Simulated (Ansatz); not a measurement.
# BaF2: 2 layers

Base system: BaF$_{2}$ in the fluorite structure (space group Fm-3m, No. 225; a = 6.1374 Å). Axes: x, y, z lie along the cube axes.

Modification: a free-standing slab of 2 layers (6 atoms, 3 a layer) is cut normal to [111], with 15 Å of vacuum and the in-plane cell held at bulk.

All numbers come from PBEsol/PAW in Ansatz (a first-principles code), spin-orbit coupling left out. k-mesh 9×9×1 (Γ-centred); smearing 0.05 eV (Fermi–Dirac), for the changed cell.

```csv
quantity,base,changed,shift
layer's space group (with vacuum),–,P-3m1 (No. 164),–
shortest interatomic distance,2.658 Å,2.582 Å,-0.076 Å
band gap,6.83 eV,6.25 eV,-0.58 eV
gap character,–,"indirect, K–Γ (58 % along) → Γ",–
smallest direct gap,6.95 eV,6.34 eV,-0.605 eV
excess energy per area of both faces (slab less bulk energy over the cell's area: twice a surface energy),–,0.60 J/m²,–
thickness between the outermost nuclei,–,5.09 Å,–
change of the spacing d12 from its bulk value of 0.886 Å,–,-10.2 %,–
change of the spacing d23 from its bulk value of 0.886 Å,–,+3.9 %,–
```

Final structure:

```xyz
6
Lattice="4.3398 0.0000 0.0000 2.1699 3.7584 0.0000 0.0000 0.0000 20.3152" Properties=species:S:1:pos:R:3 pbc="T T T"
F      3.2549     0.6264     7.6107
Ba     1.0850    -0.6264     8.4063
F      5.4248     1.8792     9.3268
F      5.4248    -0.6264    10.9884
Ba     3.2549    -1.8792    11.9088
F      7.5947     0.6264    12.7044
```

Slab and bulk use different k-meshes, which limits the precision of the excess energy. Whether these cells are dynamically stable was not tested. Labels are those of the standard path for the cell's own space group.
